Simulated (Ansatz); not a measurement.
# Response to strain in hypothetical P4_2/mnm WTe2

The reference is WTe$_{2}$ (space group P4_2/mnm, No. 136; a hypothetical phase, not in the database extracts checked).

```xyz
6
Lattice="6.5963 0.0000 0.0000 0.0000 6.5963 0.0000 0.0000 0.0000 3.5772" Properties=species:S:1:pos:R:3 pbc="T T T"
W      3.2982     3.2982     1.7886
W      0.0000     0.0000     0.0000
Te     5.1780     5.1780     1.7886
Te     1.8798     4.7165     0.0000
Te     4.7165     1.8798     0.0000
Te     1.4183     1.4183     1.7886
```

Cartesian axes are those of the cell as printed.

Strains are applied to the cell and any free atomic positions relax; under biaxial strain the out-of-plane vector relaxes too; under stress the whole cell relaxes.

Computed with PBEsol/PAW in Ansatz (a quantum-chemistry and plane-wave program), spin-orbit coupling left out.

Notes on the quantities. pressure: mean of the normal stresses, compression positive.

| change | pressure | shortest interatomic distance | space group |
|---|---|---|---|
| base | 0.0 GPa | 2.658 Å | P4_2/mnm (No. 136) |
| biaxial strain −4.04 %, plane normal [001], relaxed out of plane | 3.8 GPa | 2.612 Å | P4_2/mnm (No. 136) |
| biaxial strain −2.39 %, plane normal [001], relaxed out of plane | 2.4 GPa | 2.627 Å | P4_2/mnm (No. 136) |
| biaxial strain +0.56 %, plane normal [001], relaxed out of plane | -0.6 GPa | 2.667 Å | P4_2/mnm (No. 136) |
| biaxial strain +2.01 %, plane normal [001], relaxed out of plane | -2.0 GPa | 2.690 Å | P4_2/mnm (No. 136) |
| biaxial strain +2.54 %, plane normal [001], relaxed out of plane | -2.6 GPa | 2.701 Å | P4_2/mnm (No. 136) |
| isotropic strain +3.43 % | -7.7 GPa | 2.748 Å | P4_2/mnm (No. 136) |
| uniaxial strain ε_xx = +1.42 % | -7.6 GPa | 2.739 Å | Pnnm (No. 58) |
| uniaxial strain ε_zz = +3.60 % | -2.7 GPa | 2.689 Å | P4_2/mnm (No. 136) |
| uniaxial stress, 2 GPa compression along z | – | 2.656 Å | P4_2/mnm (No. 136) |

Without a gap, meshes like the base's 7×7×13 leave anisotropic stresses uncertain by several tenths of a GPa, and small strain energies with them. Beyond what the load breaks, stability against distortions was not tested. All final runs are without spin polarisation. Under uniaxial strain ε_xx = +1.42 % the cell ends below the base's energy or with stress of the wrong sign: the atoms slid into a distortion or the cell is elastically unstable, so the base is not a stable minimum at this level. WTe2 has a high density of states at the Fermi level and may be magnetic at this level.
